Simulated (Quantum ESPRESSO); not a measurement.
## A short convergence ladder for Yb (Fm-3m, 1 atom in the cell)

```xyz
1
Lattice="-2.7537 0.0000 2.7537 0.0000 2.7537 2.7537 -2.7537 2.7537 0.0000" Properties=species:S:1:pos:R:3 pbc="T T T"
Yb     0.0000     0.0000     0.0000
```

Base method: PBE, SSSP 1.1.2 efficiency (PBE) pseudopotentials (plane waves; Quantum ESPRESSO 7.5).

Base settings: ecutwfc = 50 Ry; ecutrho = 400 Ry; occupations = smearing; smearing = fd; degauss = 0.0073499 Ry; potentials = {Yb: Yb.GGA-PBE-paw-v1.0.UPF}; K_POINTS = automatic 8 8 8 0 0 0; conv_thr = 1e-10 Ry.

The count of work is k-points × plane waves × bands × iterations; it is no time. Core times come from one kind of shared machine, to one figure; runs under 30 s give none.

**The k-point mesh**

Only quantities that move along the ladder and can be compared are tabulated.

```csv
K_POINTS,free energy less the last step's (meV/atom),pressure (GPa),count of work / last,core time / last (rough)
automatic 2 2 2 0 0 0,-59.04,-6.89,0.12,0.9
automatic 4 4 4 0 0 0,-28.31,-2.85,0.22,0.7
automatic 7 7 7 0 0 0,1.45,-2.99,0.65,0.9
automatic 8 8 8 0 0 0,0.00,-2.89,1.0,1
```

Coarsest K_POINTS that holds the free energy within 5 meV/atom of the last step, with all finer ones: automatic 7 7 7 0 0 0; the step before is off by 28 meV/atom.

Coarsest K_POINTS that holds the pressure within 0.2 GPa of the last step, with all finer ones: automatic 4 4 4 0 0 0, at 0.22 of the last step's count of work; the step before is off by 4.0 GPa.

On the base run: the starting cell has typed, rounded lattice constants, without a prior relaxation at this level. Its lattice was rescaled by up to half a per cent. Spin polarisation is off.
